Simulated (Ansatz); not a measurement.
Given:

```yaml
crystal:
  lattice:
    - [0.00000, 2.53210, 2.60806]
    - [2.53210, 0.00000, 2.60806]
    - [2.53210, 2.53210, 0.00000]
  atoms:
    - { symbol: Li, position: [0.00000, 0.00000, 0.00000] }
    - { symbol: Cl, position: [0.50000, 0.50000, 0.50000] }
```

No spin polarisation.

Method: PBEsol/PAW in Ansatz (a first-principles code), no SOC. k-mesh 11×11×11 (Γ-centred); smearing 0.05 eV (Fermi–Dirac).

Q: Predict the valence-band top at Γ and stress.

A: 
- Valence-band top at Γ (three highest levels, from the VBM): 0.00, -0.08, -0.08 eV
- Stress (xx, yy, zz, yz, xz, xy; compression positive): (-0.58, -0.58, -1.57, 0.00, 0.00, 0.00) GPa

The levels and masses belong to the bands next to the band gap. The cells carry an imposed strain or load. Whether these cells are dynamically stable was not tested. The cell was made from LiCl in the rock salt structure (space group Fm-3m, No. 225) by this change: uniaxial strain ε_zz = +3.00 %.
